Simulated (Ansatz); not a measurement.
## Pressure series in hypothetical wurtzite BeS

Consider BeS in the wurtzite structure (space group P6_3mc, No. 186; a = 3.412 Å, c = 5.625 Å; a hypothetical phase, not in the database extracts checked).

Cell and atoms are relaxed at each pressure.

Levels (all Ansatz, a first-principles code, PAW): PBEsol (420 eV, no spin-orbit coupling); HSE06 (420 eV, scalar-relativistic without spin-orbit coupling).

| pressure (GPa) | band gap, PBEsol (eV) | band gap, HSE06 (eV) |
|---|---|---|
| -2 | 3.52 | 4.66 |
| -1 | 3.48 | 4.62 |
| 0 | 3.44 | 4.58 |
| 0.3 | 3.42 | 4.57 |
| 1.5 | 3.38 | 4.52 |
| 3 | ? | ? |
| 5 | 3.24 | 4.38 |
| 7.5 | 3.16 | 4.29 |
| 10 | 3.07 | 4.20 |

Q: Fit E_g = E₀ + αP + βP² to the rows shown and predict the withheld row.

A: Least squares on the printed values gives 

- PBEsol: E₀ = 3.44 eV, α = -40.7 meV/GPa, β = 0.41 meV/GPa² (largest residual 0.01 eV); this predicts 3.32 eV, and the run gives 3.32 eV, in agreement
- HSE06: E₀ = 4.58 eV, α = -40.6 meV/GPa, β = 0.26 meV/GPa² (largest residual 0.00 eV); this predicts 4.46 eV, and the run gives 4.46 eV, in agreement.

Single points use the geometry relaxed with PBEsol. HSE06 gaps are upper bounds (no full band path). Load acts through the strain it causes; cell and atoms are relaxed under it. Stability against distortions was not tested. No other phases were tried under pressure.
